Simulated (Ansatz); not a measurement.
Data:

A slab with vacuum along the third vector:

```
CELL_PARAMETERS angstrom
      2.84672     0.00000     0.00000
      0.00000     5.06115     0.00000
      0.00000     0.00000    26.50000
ATOMIC_POSITIONS crystal
  C  0.50000 0.80834 0.31300
  W  0.00000 0.51899 0.31095
  C  0.50000 0.33182 0.36205
  W  0.00000 0.00088 0.36176
  C  0.50000 0.83518 0.41748
  W  0.00000 0.50113 0.41756
  C  0.50000 0.33482 0.47266
  W  0.00000 0.00218 0.47227
  C  0.50000 0.83482 0.52734
  W  0.00000 0.50218 0.52773
  C  0.50000 0.33518 0.58252
  W  0.00000 0.00113 0.58244
  C  0.50000 0.83182 0.63795
  W  0.00000 0.50088 0.63824
  C  0.50000 0.30834 0.68700
  W  0.00000 0.01899 0.68905
```

Slab: 16 atoms, C8W8, 10.2 Å thick at the start (thin: gaps and levels are the slab's own); k 13x8x1, smearing 0.1 eV, dipole-corrected; single point; on the structure that PBE left under its start's symmetry; no spin, no spin-orbit, no U.

Give the work function of the top face at the level Ansatz (a program for electronic structure) with r2SCAN, at the PBE geometry.

4.72 eV

What is the computed surface energy (mean of both faces) (r2SCAN, at the PBE geometry)?

4.02 J/m²
